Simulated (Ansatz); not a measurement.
We consider AlB2-type HfB2, described by PBEsol (PAW; Ansatz, an electronic-structure program).

Settings: plane-wave cutoff 520 eV, 18×18×16 k mesh (along the axes of the cell as run), Fermi–Dirac smearing 0.05 eV, scalar-relativistic PAW data made under PBE.

Starting structure:

```yaml
crystal:
  lattice:
    - [3.14000, 0.00000, 0.00000]
    - [-1.57000, 2.71932, 0.00000]
    - [0.00000, 0.00000, 3.48000]
  atoms:
    - { symbol: Hf, position: [0.00000, 0.00000, 0.00000] }
    - { symbol: B, position: [0.66667, 0.33333, 0.50000] }
    - { symbol: B, position: [0.33333, 0.66667, 0.50000] }
```

Q: Into what structure does the relaxation of cell and atoms lead at this level, with the symmetry of the start kept?

A: The volume drops by 1.8 %; final space group P6/mmm.
```yaml
crystal:
  lattice:
    - [3.12773, 0.00000, 0.00000]
    - [-1.56387, 2.70870, 0.00000]
    - [0.00000, 0.00000, 3.44585]
  atoms:
    - { symbol: Hf, position: [0.00000, 0.00000, 0.00000] }
    - { symbol: B, position: [0.66667, 0.33333, 0.50000] }
    - { symbol: B, position: [0.33333, 0.66667, 0.50000] }
```
